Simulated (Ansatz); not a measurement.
Take Be in the hcp (Mg type) structure (space group P6_3/mmc, No. 194; a = 2.255 Å, c = 3.558 Å; relaxed with 0.1 eV smearing) as the base. Axes: x lies along a and z along c of the hexagonal cell.

Level of theory: Kohn–Sham DFT with the PBEsol functional, run in Ansatz (an electronic-structure program) with PAW and 420 eV plane waves, without spin-orbit coupling.

Strains are applied to the cell and any free atomic positions relax.

One change was made to it. Results:

The energy rises by 3.9 meV/atom; the shortest interatomic distance shrinks by 0.054 bohr to 4.112 bohr.

Question: Name the change that was made.
A. uniaxial strain ε_zz = +3.00 %
B. uniaxial strain ε_zz = −1.00 %
C. uniaxial strain ε_zz = +1.00 %
D. uniaxial strain ε_zz = +2.50 %
E. uniaxial strain ε_zz = −2.00 %

Answer: E, uniaxial strain ε_zz = −2.00 %. For comparison, the energy relative to the base in the other runs: uniaxial strain ε_zz = +2.50 % gives +5.7 meV/atom; uniaxial strain ε_zz = +3.00 % gives +8.1 meV/atom; uniaxial strain ε_zz = −1.00 % gives +1.0 meV/atom; uniaxial strain ε_zz = +1.00 % gives +0.9 meV/atom.

Stability against distortions was not tested.
